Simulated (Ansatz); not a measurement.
An Ansatz (an electronic-structure program) input (DFT with r2SCAN+rVV10, PAW potentials and a 500 eV plane-wave cutoff in Ansatz, no spin-orbit coupling):

Ansatz 0.2 input:
```yaml
crystal:
  lattice:
    - [3.5911410913, 0, 0]
    - [-1.7955705456, 3.1100194136, 0]
    - [0, 0, 11.2512255118]
  atoms:
    - { symbol: Pt, position: [0.3333333333, 0.6666666667, 0.25] }
    - { symbol: Pt, position: [0.6666666667, 0.3333333333, 0.75] }
    - { symbol: Se, position: [0.3333333333, 0.6666666667, 0.6174384669] }
    - { symbol: Se, position: [0.6666666667, 0.3333333333, 0.1174384669] }
    - { symbol: Se, position: [0.6666666667, 0.3333333333, 0.3825615331] }
    - { symbol: Se, position: [0.3333333333, 0.6666666667, 0.8825615331] }
basis: { ecutwfc: 500, ecutrho_ratio: 4, xc_grid: 4, fft_grid_basis: typed }
kpoints: { mp_grid: { grid: [15, 15, 4] } }
hamiltonian:
  xc: r2scan
  dispersion: rvv10
  pseudopotentials: { kind: paw }
scf: { occupations: { method: fermi_dirac, width: 0.05 }, convergence: { dr2_threshold: 0.0000000006 } }
output: { forces: true, stress: true }
```

Q: Which symmetry and how many k-points will the program report, and about how many plane waves at Γ?

A: Space group P63/mmc (ITA 194) with 24 operations, k-points 81 of 900, and 3257 plane waves at Γ.

Stability against distortions was not tested. The final runs are not spin-polarised. The cell is PtSe2 in the 2H-MoS2 type structure (space group P6_3/mmc, No. 194; a hypothetical phase, not in the database extracts checked; layered, stacked along the Cartesian z axis). PtSe2 has a high density of states at the Fermi level and may be magnetic at this level.
